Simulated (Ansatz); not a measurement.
## Effect of pressure −1 GPa on Sr

Take Sr in the fcc (Cu type) structure (space group Fm-3m, No. 225; a = 6.100 Å) as the base.

The change: a negative pressure, −1 GPa.

All numbers come from DFT with r2SCAN, PAW potentials and a 500 eV plane-wave cutoff in Ansatz (a quantum-chemistry and plane-wave program), no SOC. Settings: 13×13×13 k-points, 0.05 eV Fermi–Dirac smearing.

```tsv
quantity	base	changed	shift
volume per atom	56.74 Å³	62.53 Å³	+5.79 Å³
density	2.56 g/cm³	2.33 g/cm³	-0.237 g/cm³
lattice parameter a	6.100 Å	6.301 Å	+0.201 Å
enthalpy H = E + PV relative to the base's energy	–	-0.37 eV/atom	–
band gap	zero	zero	–
```

Final structure:

```
Sr
1.0
    0.00000     3.15027     3.15027
    3.15027     0.00000     3.15027
    3.15027     3.15027     0.00000
Sr
1
Direct
  0.00000   0.00000   0.00000
```

Load acts through the strain it causes; cell and atoms are relaxed under it. Stability against distortions was not tested.
